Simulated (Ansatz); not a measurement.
The structure below was relaxed with PBEsol, PAW, 420 eV (Ansatz, an electronic-structure program; no spin-orbit coupling).

```xyz
10
Lattice="-3.6170 5.0480 3.6575 3.6170 -5.0480 3.6575 3.6170 5.0480 -3.6575" Properties=species:S:1:pos:R:3 pbc="T T T"
Sr     3.6170     2.5240    -0.1687
Sr     0.0000     2.5240     3.8262
Zr     0.0000     5.0480     0.0000
Zr     0.0000     0.0000     0.0000
Se     3.6170     2.5240     2.8731
Se     0.0000     2.5240     0.7844
Se     1.8085    -0.5988     1.8287
Se     1.8085     5.6468     1.8287
Se    -1.8085     5.6468     1.8287
Se     1.8085     4.4492    -1.8287
```

Task: Find the space group and the Wyckoff positions.

Result: Space group Imma (No. 74); a = 7.234 Å, b = 10.096 Å, c = 7.315 Å, α = 90.00°, β = 90.00°, γ = 90.00°

```tsv
atom	site	symmetry	x	y	z
Sr	4e	mm2	0.0000	0.2500	0.5231
Zr	4a	2/m..	0.0000	0.0000	0.0000
Se	4e	mm2	0.0000	0.2500	0.1072
Se	8g	.2.	0.2500	0.5593	0.2500
```

Whether these cells are dynamically stable was not tested. The cell was made from SrZrO3 by this change: O → Se; the result is a hypothetical phase, not in the database extracts checked.
